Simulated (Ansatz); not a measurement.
## Response to strain in GaP

Base system: GaP in the zinc blende structure (space group F-43m, No. 216).

```yaml
crystal:
  lattice:
    - [0.00000, 2.72566, 2.72566]
    - [2.72566, 0.00000, 2.72566]
    - [2.72566, 2.72566, 0.00000]
  atoms:
    - { symbol: Ga, position: [0.00000, 0.00000, 0.00000] }
    - { symbol: P, position: [0.25000, 0.25000, 0.25000] }
```

Cartesian axes are those of the cell as printed.

Strains are applied to the cell and any free atomic positions relax; under biaxial strain the out-of-plane vector relaxes too.

Method: r2SCAN, PAW, 500 eV (Ansatz, a first-principles code; no spin-orbit coupling).

Notes on the quantities. energy relative to the base: free energy F.

```json
[
 {"biaxial strain, plane normal [111], relaxed out of plane (%)": "-2.5", "energy relative to the base (meV/atom)": "17.3"},
 {"biaxial strain, plane normal [111], relaxed out of plane (%)": "-2.08", "energy relative to the base (meV/atom)": "11.9"},
 {"biaxial strain, plane normal [111], relaxed out of plane (%)": "-1.67", "energy relative to the base (meV/atom)": "7.6"},
 {"biaxial strain, plane normal [111], relaxed out of plane (%)": "-1.25", "energy relative to the base (meV/atom)": "4.2"},
 {"biaxial strain, plane normal [111], relaxed out of plane (%)": "-0.83", "energy relative to the base (meV/atom)": "?"},
 {"biaxial strain, plane normal [111], relaxed out of plane (%)": "-0.42", "energy relative to the base (meV/atom)": "0.5"},
 {"biaxial strain, plane normal [111], relaxed out of plane (%)": "0", "energy relative to the base (meV/atom)": "0.0"}
]
```

**Question.** Fit ΔE = Aε² + Bε³ (ε in %) to the rows shown and predict the withheld row.

**Answer.** Least squares on the printed values gives A = 2.64 and B = -0.053 meV/atom (largest residual 0.0 meV/atom); this predicts 1.8 meV/atom, and the run gives 1.9 meV/atom, in agreement.

Whether these cells are dynamically stable was not tested.
